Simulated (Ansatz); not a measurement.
**fcc Pt (0 0 1) on zinc-blende AlAs (0 0 1) (film strained to the substrate, started from cuts of the bulks and a machine-learned relaxation; slabs Al5As6 and Pt12, which can lie off the formulas)**

A periodic stack without vacuum, fcc Pt (0 0 1) on zinc-blende AlAs (0 0 1) (film strained to the substrate, started from cuts of the bulks and a machine-learned relaxation; slabs Al5As6 and Pt12, which can lie off the formulas): substrate slab Al5As6, film Pt12, surface cells [[1, 0], [1, 1]] and [[0, -1], [2, 1]], film strained by +2.0 and +2.0 %, outermost planes As/As and Pt/Pt as cut, which need not be the usual terminations and can put a slab off its formula.

The start was prepared with a machine-learned potential, and the result is one local minimum, with the in-plane cell held and forces under 0.04 eV/Å; the film can end far from its bulk form.

These are PBE (plane waves to 420 eV, PAW; Ansatz, a first-principles code) values and carry that method's errors. Spin–orbit coupling is left out; the runs are not spin-polarised; PBE gaps are too small against experiment. Its k-point mesh 8×8×1, Fermi–Dirac width 0.05 eV.

The interface area is 16.4 Å² and the period is 27.02 Å. The heights between the nearest atoms of the two slabs at the two interfaces comes out as 1.44 and 1.45 Å. The As–Pt contacts across the interfaces within 1.22 times the sum of covalent radii comes out as 8, mean 2.52 Å and the Al–Pt contacts across the interfaces within 1.22 times the sum of covalent radii comes out as 2, mean 2.96 Å. The hole barrier (PBE) is 1.12 eV. The electron barrier (PBE) is 0.38 eV.

```
CELL_PARAMETERS angstrom
      4.05038     0.00011    -0.11976
      0.00077     4.05051     0.04827
      0.80085     1.69816    27.02644
ATOMIC_POSITIONS crystal
  Al 0.90190 0.87014 0.18257
  Al 0.40215 0.42235 0.07731
  Al 0.90183 0.76438 0.39460
  Al 0.40190 0.31740 0.28859
  Al 0.40156 0.21196 0.49986
  As 0.90213 0.39658 0.12951
  As 0.40099 0.94857 0.02501
  As 0.90187 0.29088 0.34157
  As 0.40190 0.84382 0.23557
  As 0.90151 0.18478 0.55227
  As 0.40178 0.73804 0.44753
  Pt 0.40106 0.61945 0.68320
  Pt 0.90106 0.12053 0.68093
  Pt 0.90124 0.65823 0.60554
  Pt 0.40133 0.15589 0.61009
  Pt 0.40104 0.54867 0.82419
  Pt 0.90104 0.04847 0.82447
  Pt 0.90097 0.58343 0.75461
  Pt 0.40096 0.08464 0.75235
  Pt 0.40118 0.47667 0.96869
  Pt 0.90112 0.97551 0.97124
  Pt 0.90122 0.51375 0.89405
  Pt 0.40115 0.01217 0.89734
```
